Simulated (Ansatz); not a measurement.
Surface energy of the (100) surface of rock-salt MgO in its 1x1 cell (cut with top plane Mg + O, bottom plane Mg + O), outermost plane spacing 2.13 Å in the ideal cut, worked from total energies, which count from the potentials' own zero.

Computed with PBE (plane waves to 420 eV, PAW; Ansatz, a first-principles code).

Model: 20-atom slab, Mg10O10, 19.1 Å thick at the start, 8x8x1 mesh, Fermi-Dirac 0.025 eV, dipole correction, all atoms relaxed; start symmetry kept, larger cells not searched; no spin, no spin-orbit, no U.

```tsv
quantity	value
slab, Mg10O10	-24940.3908 eV
bulk cell, MgO, on the slab's in-plane mesh	-2494.1389 eV
area of one face	9.047 Å²
```

Task: What surface energy follows, as the mean over the slab's two faces?

Result: the slab holds N = 10 bulk cells, so E(slab) − N·E(bulk) = 0.998 eV. Divided by 2A = 18.09 Å² this is 55.2 meV/Å², and with 1 eV/Å² = 16.02 J/m², γ = 0.88 J/m².
